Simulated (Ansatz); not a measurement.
## Hypothetical CdI2 type SiO2 under a change: pressure 30 GPa

Take SiO$_{2}$ in the CdI2 type structure (space group P-3m1, No. 164; a = 2.670 Å, c = 4.542 Å; a hypothetical phase, not in the database extracts checked; layered, stacked along the Cartesian z axis) as the base.

The change: cell and atoms relaxed at a pressure of 30 GPa.

Method: r2SCAN+rVV10, PAW, 500 eV (Ansatz, a program for electronic structure; without spin-orbit coupling). Settings: 14×14×7 k-points, 0.05 eV Fermi–Dirac smearing.

Volume per atom: 7.55 Å³ (base 9.35 Å³)
Density: 4.41 g/cm³ (base 3.56 g/cm³)
Lattice parameter a: 4.915 bohr (base 5.046 bohr)
c/a ratio: 1.486 (base 1.701)
Shortest interatomic distance: 3.304 bohr (base 3.376 bohr)
Enthalpy H = E + PV relative to the base's energy: +1.53 eV/atom
Band gap: 7.80 eV (an upper bound: an edge found on the path is not a true extremum; the changed cell) (base 7.21 eV)

Load acts through the strain it causes; cell and atoms are relaxed under it. Whether these cells are dynamically stable was not tested. No other phases were tried under pressure.
